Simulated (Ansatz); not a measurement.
WC: uniaxial strain ε_xx = +1.50 %

Consider WC (space group P-6m2, No. 187; a = 2.8991 Å, c = 2.8268 Å; relaxed with 0.1 eV smearing). Axes: x lies along a and z along c of the hexagonal cell.

It is then changed as follows: the cell is stretched by 1.50 % along x with no lateral relaxation, atoms relaxed at fixed cell.

Level of theory: PBEsol in Ansatz (plane waves to 420 eV, PAW, scalar-relativistic without spin-orbit coupling). Settings: 23×23×20 k-points, 0.1 eV Fermi–Dirac smearing.

| quantity | base | changed | shift |
|---|---|---|---|
| space group | P-6m2 (No. 187) | Amm2 (No. 38) | – |
| energy relative to the base (free energy F) | 0 meV/atom | +5.1 meV/atom | +5.1 meV/atom |
| pressure (mean of the normal stresses, compression positive) | 0.0 GPa | -5.6 GPa | -5.6 GPa |
| band gap | zero | zero | – |
| stress (xx, yy, zz, yz, xz, xy; compression positive) | – | (-10.5, -3.5, -2.7, 0.0, 0.0, 0.0) GPa | – |

Final structure:

```
CELL_PARAMETERS angstrom
      2.94259     0.00000     0.00000
     -1.47130     2.51070     0.00000
      0.00000     0.00000     2.82680
ATOMIC_POSITIONS crystal
  W  0.99950 0.99901 0.00000
  C  0.33383 0.66766 0.50000
```

Cost of the whole job for the changed cell (relaxation, final SCF and bands): roughly 90 core-seconds.

Whether these cells are dynamically stable was not tested. All final runs are without spin polarisation.

Ansatz is an electronic-structure program.
